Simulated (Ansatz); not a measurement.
## Si well of 9 atomic layers along [001] in random Si0.7Ge0.3, interfaces sharp

Prepared with Tersoff's 1989 multicomponent potential (SiCGe.tersoff) run with LAMMPS: minimisation. Geometry as solved with Ansatz (a first-principles code) with PBE, support functions at accuracy medium on the grid of 370 eV.

```xyz
648
Lattice="16.67 0.00 0.00 0.00 16.67 0.00 0.00 0.00 49.64" Properties=species:S:1:pos:R:3 pbc="T T T"
Si    -0.03    -0.02    -0.06
Ge     1.35     1.40     1.35
Si     2.77     2.79    -0.06
Ge     4.14     4.22     1.35
Si     2.74     0.03     2.79
Ge     4.13     1.42     4.18
Si    -0.01     2.79     2.81
Si     1.40     4.15     4.16
Si    -0.03     0.04     5.61
Si     1.37     1.42     6.96
Si     2.74     2.81     5.59
Si     4.17     4.17     6.95
Si     2.76     0.06     8.34
Si     4.16     1.40     9.69
Si     0.01     2.81     8.33
Si     1.38     4.18     9.70
Ge     0.01     0.04    11.17
Si     1.38     1.45    12.57
Ge     2.79     2.80    11.12
Si     4.21     4.17    12.51
Ge     2.75     0.02    13.96
Si     4.20     1.37    15.33
Si    -0.03     2.79    13.93
Si     1.34     4.16    15.30
Si    -0.01    -0.02    16.69
Si     1.36     1.36    18.07
Ge     2.77     2.78    16.69
Si     4.19     4.20    18.07
Si     2.78    -0.01    19.40
Si     4.16     1.39    20.76
Si    -0.01     2.77    19.41
Si     1.39     4.16    20.76
Si     0.00     0.00    22.11
Si     1.39     1.38    23.47
Si     2.78     2.77    22.12
Si     4.17     4.17    23.47
Si     2.78     0.00    24.84
Si     4.17     1.39    26.19
Si     0.00     2.78    24.83
Si     1.39     4.16    26.18
Si     0.00     0.01    27.54
Si     1.40     1.40    28.90
Si     2.79     2.78    27.54
Si     4.17     4.17    28.91
Si     2.81     0.03    30.25
Si     4.19     1.39    31.61
Si     0.00     2.78    30.25
Si     1.36     4.19    31.61
Si    -0.04     0.00    33.02
Ge     1.35     1.38    34.45
Ge     2.78     2.80    33.00
Si     4.16     4.21    34.39
Si     2.77    -0.01    35.85
Si     4.14     1.38    37.19
Si    -0.02     2.81    35.85
Si     1.40     4.20    37.16
Si     0.01     0.01    38.55
Si     1.40     1.39    39.89
Si     2.76     2.80    38.54
Si     4.09     4.18    39.94
Ge     2.75     0.00    41.34
Si     4.13     1.39    42.77
Ge     0.03     2.77    41.34
Si     1.41     4.19    42.74
Si     0.01    -0.01    44.09
Si     1.40     1.38    45.46
Si     2.77     2.79    44.11
Si     4.15     4.18    45.47
Si     2.76     0.00    46.85
Si     4.12     1.43    48.20
Ge    -0.01     2.78    46.86
Si     1.42     4.18    48.24
Ge     0.03     5.54     0.04
Si     1.42     6.97     1.43
Si     2.76     8.35     0.03
Si     4.20     9.68     1.37
Si     2.77     5.58     2.81
Si     4.19     6.94     4.16
Si     0.03     8.31     2.79
Si     1.40     9.68     4.16
Ge    -0.03     5.52     5.53
Ge     1.45     6.93     6.93
Si     2.82     8.33     5.50
Ge     4.18     9.72     6.95
Si     2.80     5.52     8.35
Ge     4.18     6.96     9.75
Ge     0.04     8.33     8.39
Si     1.40     9.76     9.79
Si     0.01     5.49    11.13
Ge     1.38     6.95    12.48
Si     2.79     8.39    11.14
Si     4.16     9.68    12.58
Ge     2.80     5.53    13.93
Si     4.21     6.92    15.31
Ge    -0.03     8.38    13.93
Si     1.40     9.77    15.31
Si    -0.01     5.55    16.68
Si     1.37     6.92    18.06
Ge     2.79     8.34    16.68
Si     4.19     9.76    18.08
Si     2.78     5.56    19.41
Si     4.16     6.95    20.77
Si     0.00     8.32    19.41
Si     1.39     9.72    20.77
Si     0.01     5.55    22.12
Si     1.39     6.94    23.47
Si     2.78     8.34    22.12
Si     4.17     9.73    23.48
Si     2.78     5.56    24.83
Si     4.18     6.95    26.18
Si     0.00     8.33    24.82
Si     1.39     9.72    26.17
Si     0.00     5.55    27.53
Si     1.42     6.93    28.87
Si     2.79     8.34    27.53
Si     4.17     9.72    28.90
Si     2.77     5.56    30.26
Si     4.15     6.95    31.63
Ge     0.03     8.36    30.25
Si     1.42     9.75    31.67
Si     0.04     5.53    33.04
Si     1.42     6.93    34.37
Si     2.79     8.33    33.02
Si     4.16     9.72    34.40
Si     2.78     5.58    35.78
Si     4.12     6.99    37.17
Ge     0.01     8.33    35.77
Si     1.44     9.72    37.17
Si     0.04     5.60    38.53
Si     1.39     6.96    39.95
Si     2.77     8.34    38.57
Si     4.16     9.72    39.94
Si     2.76     5.57    41.33
Si     4.16     6.94    42.69
Si     0.03     8.33    41.34
Si     1.42     9.74    42.69
Si    -0.01     5.55    44.09
Ge     1.40     6.96    45.48
Si     2.81     8.35    44.05
Si     4.19     9.71    45.43
Si     2.79     5.53    46.86
Ge     4.17     6.98    48.24
Si     0.02     8.36    46.89
Si     1.37     9.70    48.29
Si     0.03    11.10    -0.01
Si     1.38    12.49     1.35
Si     2.72    13.90     0.00
Ge     4.11    15.28     1.41
Ge     2.80    11.09     2.76
Si     4.18    12.46     4.21
Ge    -0.05    13.88     2.74
Ge     1.35    15.31     4.19
Ge     0.02    11.13     5.54
Si     1.37    12.49     7.00
Ge     2.78    13.85     5.59
Ge     4.17    15.31     7.00
Si     2.73    11.10     8.35
Ge     4.14    12.46     9.75
Si    -0.03    13.87     8.34
Ge     1.40    15.28     9.72
Si    -0.02    11.12    11.12
Ge     1.39    12.50    12.54
Si     2.78    13.88    11.13
Ge     4.18    15.25    12.53
Si     2.81    11.10    13.94
Si     4.17    12.51    15.30
Si     0.01    13.91    13.95
Si     1.36    15.27    15.34
Si     0.03    11.10    16.71
Si     1.40    12.51    18.05
Si     2.78    13.89    16.67
Si     4.17    15.28    18.03
Si     2.78    11.12    19.43
Si     4.17    12.51    20.77
Si     0.00    13.89    19.40
Si     1.39    15.28    20.76
Si     0.00    11.11    22.12
Si     1.39    12.50    23.47
Si     2.78    13.89    22.13
Si     4.17    15.29    23.48
Si     2.78    11.11    24.83
Si     4.16    12.50    26.18
Si     0.00    13.90    24.82
Si     1.38    15.28    26.18
Si     0.00    11.11    27.52
Si     1.41    12.47    28.88
Si     2.77    13.89    27.53
Si     4.15    15.28    28.89
Si     2.79    11.11    30.28
Si     4.17    12.50    31.63
Ge    -0.03    13.87    30.24
Ge     1.41    15.29    31.66
Si     0.00    11.11    33.02
Si     1.41    12.47    34.38
Si     2.79    13.84    33.02
Ge     4.16    15.27    34.41
Si     2.78    11.10    35.77
Si     4.15    12.47    37.16
Ge     0.02    13.90    35.75
Si     1.40    15.28    37.20
Ge     0.03    11.11    38.57
Si     1.42    12.52    39.96
Si     2.76    13.85    38.53
Ge     4.18    15.22    39.92
Si     2.80    11.12    41.32
Si     4.17    12.51    42.71
Si     0.02    13.90    41.32
Si     1.36    15.26    42.73
Si     0.04    11.14    44.06
Si     1.39    12.52    45.44
Si     2.77    13.89    44.07
Si     4.12    15.30    45.44
Ge     2.75    11.07    46.84
Ge     4.16    12.49    48.31
Si     0.04    13.92    46.84
Si     1.39    15.29    48.23
Ge     5.52     0.07    -0.01
Si     6.95     1.41     1.41
Ge     8.36     2.79     0.01
Si     9.72     4.21     1.41
Ge     8.32     0.01     2.83
Si     9.73     1.39     4.21
Ge     5.59     2.84     2.79
Si     6.96     4.25     4.19
Ge     5.60     0.01     5.57
Si     6.94     1.43     6.98
Ge     8.35     2.82     5.60
Si     9.75     4.20     7.01
Ge     8.36     0.02     8.35
Si     9.75     1.43     9.75
Si     5.53     2.78     8.32
Ge     6.95     4.17     9.75
Ge     5.59     0.02    11.09
Si     7.00     1.38    12.51
Si     8.37     2.76    11.15
Si     9.70     4.15    12.53
Si     8.31    -0.04    13.89
Ge     9.71     1.38    15.29
Ge     5.59     2.77    13.92
Si     6.97     4.19    15.32
Si     5.56    -0.01    16.68
Si     6.94     1.39    18.04
Si     8.31     2.80    16.69
Si     9.70     4.14    18.08
Si     8.33     0.01    19.41
Si     9.73     1.39    20.77
Si     5.56     2.78    19.41
Si     6.94     4.16    20.77
Si     5.55     0.00    22.12
Si     6.94     1.39    23.47
Si     8.34     2.78    22.12
Si     9.73     4.17    23.47
Si     8.33     0.00    24.82
Si     9.72     1.39    26.18
Si     5.55     2.78    24.83
Si     6.94     4.17    26.18
Si     5.56     0.00    27.54
Si     6.95     1.40    28.89
Si     8.33     2.78    27.52
Si     9.71     4.16    28.89
Si     8.35     0.02    30.23
Si     9.70     1.41    31.61
Si     5.57     2.78    30.27
Si     6.94     4.17    31.64
Si     5.55     0.04    33.01
Si     6.97     1.38    34.36
Si     8.34     2.79    33.00
Si     9.75     4.15    34.36
Si     8.33     0.00    35.72
Ge     9.74     1.41    37.10
Ge     5.54     2.77    35.77
Si     6.91     4.17    37.18
Si     5.52    -0.01    38.52
Ge     6.91     1.33    39.97
Ge     8.30     2.78    38.55
Ge     9.73     4.18    39.99
Si     8.31    -0.02    41.40
Si     9.72     1.38    42.72
Ge     5.48     2.80    41.34
Ge     6.95     4.23    42.74
Si     5.52    -0.02    44.08
Ge     6.94     1.39    45.47
Si     8.37     2.80    44.08
Si     9.70     4.20    45.45
Si     8.37     0.03    46.88
Si     9.73     1.39    48.24
Si     5.50     2.80    46.84
Ge     6.91     4.20    48.23
Si     5.57     5.62     0.01
Si     6.96     6.96     1.40
Si     8.28     8.33    -0.02
Ge     9.71     9.70     1.39
Si     8.34     5.59     2.78
Si     9.73     6.92     4.16
Si     5.56     8.32     2.78
Si     6.92     9.73     4.15
Si     5.55     5.57     5.58
Si     6.93     6.92     6.97
Ge     8.33     8.33     5.57
Si     9.73     9.74     6.99
Si     8.35     5.59     8.34
Si     9.70     6.98     9.73
Si     5.61     8.33     8.35
Si     6.99     9.70     9.73
Si     5.57     5.57    11.17
Si     6.95     6.94    12.52
Si     8.32     8.31    11.13
Si     9.72     9.67    12.49
Si     8.31     5.53    13.89
Ge     9.69     6.96    15.27
Si     5.54     8.28    13.91
Ge     6.90     9.71    15.32
Si     5.58     5.56    16.69
Si     6.95     6.95    18.07
Si     8.32     8.35    16.72
Si     9.73     9.73    18.06
Si     8.33     5.55    19.42
Si     9.73     6.95    20.77
Si     5.56     8.34    19.42
Si     6.95     9.73    20.77
Si     5.55     5.56    22.12
Si     6.95     6.95    23.47
Si     8.34     8.34    22.12
Si     9.73     9.73    23.48
Si     8.33     5.56    24.82
Si     9.72     6.94    26.18
Si     5.56     8.33    24.83
Si     6.95     9.72    26.19
Si     5.56     5.56    27.55
Si     6.94     6.94    28.91
Si     8.34     8.32    27.54
Si     9.75     9.70    28.87
Si     8.31     5.53    30.25
Ge     9.74     6.94    31.62
Si     5.54     8.33    30.26
Si     6.88     9.74    31.63
Si     5.52     5.55    32.98
Ge     6.88     6.95    34.41
Ge     8.31     8.40    33.02
Si     9.71     9.77    34.44
Ge     8.34     5.53    35.79
Si     9.69     6.97    37.19
Si     5.51     8.37    35.82
Si     6.93     9.72    37.19
Ge     5.53     5.58    38.56
Si     6.95     6.98    39.95
Si     8.31     8.34    38.56
Si     9.71     9.72    39.92
Si     8.34     5.64    41.34
Si     9.73     6.97    42.72
Si     5.52     8.32    41.30
Ge     6.93     9.71    42.69
Si     5.52     5.61    44.12
Si     6.94     6.97    45.47
Si     8.35     8.32    44.11
Si     9.72     9.69    45.49
Si     8.32     5.56    46.81
Ge     9.72     6.94    48.25
Si     5.57     8.37    46.83
Si     6.93     9.72    48.23
Si     5.58    11.06     0.02
Si     6.94    12.42     1.41
Ge     8.32    13.83     0.02
Ge     9.76    15.25     1.43
Si     8.33    11.11     2.82
Si     9.71    12.49     4.19
Ge     5.57    13.85     2.81
Si     6.98    15.24     4.22
Si     5.59    11.12     5.55
Si     6.99    12.46     6.92
Si     8.36    13.87     5.58
Si     9.74    15.27     6.94
Si     8.33    11.11     8.35
Si     9.67    12.54     9.71
Ge     5.63    13.87     8.37
Si     7.01    15.27     9.77
Ge     5.58    11.06    11.18
Si     6.96    12.54    12.52
Si     8.35    13.90    11.15
Si     9.72    15.27    12.54
Ge     8.35    11.11    13.88
Ge     9.76    12.54    15.33
Si     5.58    13.86    13.94
Si     6.94    15.28    15.30
Si     5.52    11.15    16.71
Si     6.94    12.52    18.05
Si     8.31    13.93    16.70
Si     9.72    15.29    18.06
Si     8.33    11.12    19.40
Si     9.72    12.51    20.77
Si     5.55    13.90    19.41
Si     6.94    15.29    20.76
Si     5.56    11.12    22.12
Si     6.95    12.51    23.48
Si     8.33    13.90    22.12
Si     9.72    15.28    23.47
Si     8.34    11.12    24.83
Si     9.73    12.51    26.19
Si     5.56    13.89    24.83
Si     6.95    15.29    26.18
Si     5.55    11.11    27.53
Si     6.92    12.53    28.86
Si     8.33    13.91    27.53
Si     9.73    15.29    28.89
Ge     8.33    11.12    30.25
Si     9.75    12.53    31.62
Si     5.52    13.88    30.23
Ge     6.92    15.30    31.61
Si     5.53    11.10    33.02
Si     6.91    12.44    34.42
Ge     8.33    13.86    33.04
Si     9.72    15.29    34.41
Si     8.31    11.10    35.81
Si     9.69    12.46    37.19
Si     5.54    13.82    35.78
Ge     6.94    15.26    37.14
Si     5.54    11.10    38.56
Si     6.93    12.48    39.93
Si     8.31    13.84    38.56
Ge     9.67    15.28    39.95
Si     8.32    11.09    41.26
Ge     9.69    12.45    42.74
Si     5.58    13.85    41.34
Si     6.91    15.25    42.73
Si     5.53    11.13    44.09
Si     6.95    12.46    45.46
Si     8.28    13.87    44.11
Ge     9.73    15.28    45.46
Si     8.31    11.06    46.83
Ge     9.75    12.44    48.21
Ge     5.54    13.89    46.82
Ge     6.96    15.31    48.24
Ge    11.15     0.02    -0.01
Si    12.56     1.40     1.39
Si    13.94     2.76     0.03
Si    15.28     4.14     1.43
Si    13.93     0.03     2.76
Si    15.29     1.39     4.19
Ge    11.12     2.77     2.78
Ge    12.54     4.20     4.21
Si    11.08    -0.01     5.56
Ge    12.48     1.38     6.96
Si    13.93     2.76     5.57
Si    15.26     4.13     6.97
Si    13.88    -0.05     8.35
Ge    15.24     1.42     9.72
Si    11.11     2.81     8.38
Si    12.51     4.14     9.76
Ge    11.14     0.00    11.14
Si    12.52     1.41    12.55
Si    13.87     2.80    11.17
Si    15.28     4.16    12.52
Si    13.86     0.04    13.96
Si    15.30     1.38    15.31
Si    11.10     2.78    13.87
Ge    12.55     4.14    15.26
Si    11.12    -0.01    16.71
Si    12.51     1.38    18.05
Si    13.93     2.74    16.69
Si    15.28     4.16    18.04
Si    13.89     0.00    19.42
Si    15.28     1.39    20.77
Si    11.12     2.77    19.41
Si    12.50     4.17    20.77
Si    11.11     0.00    22.12
Si    12.50     1.39    23.48
Si    13.89     2.78    22.12
Si    15.28     4.17    23.48
Si    13.89     0.00    24.83
Si    15.28     1.39    26.18
Si    11.11     2.78    24.83
Si    12.50     4.17    26.19
Si    11.12     0.00    27.53
Si    12.50     1.38    28.90
Si    13.89     2.77    27.54
Si    15.29     4.16    28.89
Si    13.89     0.00    30.26
Si    15.32     1.37    31.61
Si    11.08     2.76    30.23
Ge    12.49     4.17    31.61
Ge    11.12     0.00    33.01
Si    12.53     1.39    34.42
Ge    13.95     2.77    33.04
Si    15.33     4.19    34.44
Si    13.91     0.01    35.78
Si    15.28     1.38    37.18
Si    11.16     2.81    35.72
Si    12.54     4.16    37.11
Ge    11.16     0.01    38.56
Si    12.55     1.42    39.96
Si    13.87     2.76    38.51
Ge    15.30     4.18    39.87
Si    13.96     0.04    41.30
Si    15.30     1.37    42.74
Si    11.12     2.73    41.34
Ge    12.49     4.15    42.75
Si    11.13     0.05    44.09
Si    12.54     1.38    45.46
Si    13.93     2.75    44.11
Si    15.26     4.19    45.45
Si    13.93     0.02    46.83
Si    15.27     1.38    48.26
Ge    11.11     2.78    46.84
Ge    12.54     4.18    48.30
Si    11.11     5.57     0.05
Si    12.50     6.95     1.39
Si    13.85     8.33     0.00
Ge    15.29     9.72     1.40
Si    13.91     5.58     2.74
Si    15.29     6.94     4.11
Si    11.10     8.28     2.78
Ge    12.45     9.73     4.16
Si    11.06     5.55     5.57
Ge    12.46     6.91     7.00
Ge    13.89     8.30     5.55
Ge    15.27     9.74     6.99
Si    13.87     5.47     8.35
Ge    15.27     6.87     9.75
Si    11.08     8.36     8.37
Si    12.48     9.73     9.70
Ge    11.10     5.57    11.13
Si    12.49     6.94    12.57
Ge    13.85     8.35    11.15
Si    15.27     9.78    12.51
Si    13.93     5.58    13.89
Si    15.27     6.93    15.32
Si    11.10     8.33    13.87
Ge    12.51     9.72    15.29
Ge    11.12     5.55    16.71
Si    12.53     6.97    18.08
Si    13.91     8.31    16.70
Si    15.30     9.71    18.05
Si    13.90     5.55    19.42
Si    15.29     6.94    20.77
Si    11.12     8.34    19.42
Si    12.51     9.73    20.77
Si    11.12     5.56    22.12
Si    12.50     6.95    23.48
Si    13.89     8.33    22.12
Si    15.28     9.72    23.47
Si    13.89     5.56    24.83
Si    15.29     6.95    26.18
Si    11.11     8.34    24.83
Si    12.51     9.73    26.18
Si    11.11     5.56    27.54
Si    12.52     6.95    28.87
Si    13.90     8.35    27.53
Si    15.27     9.76    28.88
Si    13.90     5.56    30.22
Ge    15.27     6.92    31.67
Si    11.15     8.34    30.23
Si    12.52     9.69    31.62
Si    11.13     5.56    33.05
Si    12.52     6.93    34.40
Si    13.87     8.35    33.04
Si    15.26     9.75    34.38
Si    13.92     5.57    35.78
Si    15.28     6.94    37.18
Ge    11.12     8.34    35.80
Si    12.55     9.76    37.17
Ge    11.13     5.57    38.51
Ge    12.50     7.04    39.94
Si    13.94     8.38    38.53
Si    15.32     9.67    39.95
Ge    13.92     5.60    41.34
Si    15.33     6.97    42.74
Si    11.07     8.38    41.35
Si    12.48     9.69    42.75
Si    11.08     5.59    44.11
Si    12.49     6.94    45.48
Si    13.88     8.30    44.09
Ge    15.28     9.74    45.47
Si    13.88     5.56    46.82
Ge    15.26     6.96    48.24
Si    11.14     8.34    46.85
Si    12.51     9.70    48.25
Si    11.14    11.06    -0.03
Ge    12.51    12.49     1.38
Si    13.92    13.92     0.01
Si    15.26    15.33     1.35
Si    13.90    11.12     2.81
Si    15.24    12.51     4.18
Si    11.11    13.84     2.83
Ge    12.53    15.29     4.17
Si    11.06    11.12     5.58
Ge    12.49    12.52     6.97
Si    13.93    13.91     5.58
Si    15.29    15.28     6.97
Si    13.87    11.13     8.39
Si    15.27    12.50     9.74
Si    11.08    13.92     8.37
Si    12.51    15.26     9.72
Ge    11.07    11.11    11.09
Ge    12.50    12.54    12.53
Si    13.89    13.89    11.09
Ge    15.24    15.28    12.57
Si    13.91    11.12    13.89
Ge    15.28    12.50    15.33
Si    11.13    13.96    13.93
Si    12.50    15.31    15.32
Si    11.13    11.12    16.72
Si    12.50    12.51    18.06
Si    13.86    13.92    16.70
Si    15.26    15.28    18.05
Si    13.90    11.11    19.40
Si    15.29    12.50    20.76
Si    11.11    13.89    19.41
Si    12.50    15.28    20.76
Si    11.11    11.12    22.12
Si    12.50    12.51    23.47
Si    13.89    13.89    22.11
Si    15.28    15.28    23.46
Si    13.90    11.12    24.82
Si    15.28    12.51    26.18
Si    11.11    13.89    24.82
Si    12.50    15.28    26.17
Si    11.12    11.12    27.54
Si    12.50    12.50    28.91
Si    13.88    13.89    27.53
Si    15.25    15.30    28.87
Si    13.89    11.11    30.28
Si    15.26    12.47    31.67
Si    11.12    13.91    30.25
Si    12.53    15.26    31.61
Ge    11.14    11.12    33.02
Si    12.55    12.52    34.40
Si    13.90    13.89    33.01
Si    15.25    15.30    34.37
Si    13.91    11.13    35.78
Si    15.30    12.48    37.14
Ge    11.12    13.89    35.81
Si    12.55    15.30    37.15
Si    11.09    11.07    38.52
Ge    12.50    12.46    39.90
Ge    13.95    13.91    38.53
Si    15.34    15.31    39.96
Ge    13.92    11.06    41.36
Si    15.35    12.50    42.69
Ge    11.12    13.88    41.34
Ge    12.55    15.34    42.71
Si    11.12    11.06    44.14
Si    12.50    12.45    45.49
Ge    13.95    13.87    44.13
Si    15.34    15.31    45.51
Si    13.86    11.11    46.88
Ge    15.31    12.51    48.25
Si    11.14    13.85    46.82
Ge    12.55    15.25    48.19
```
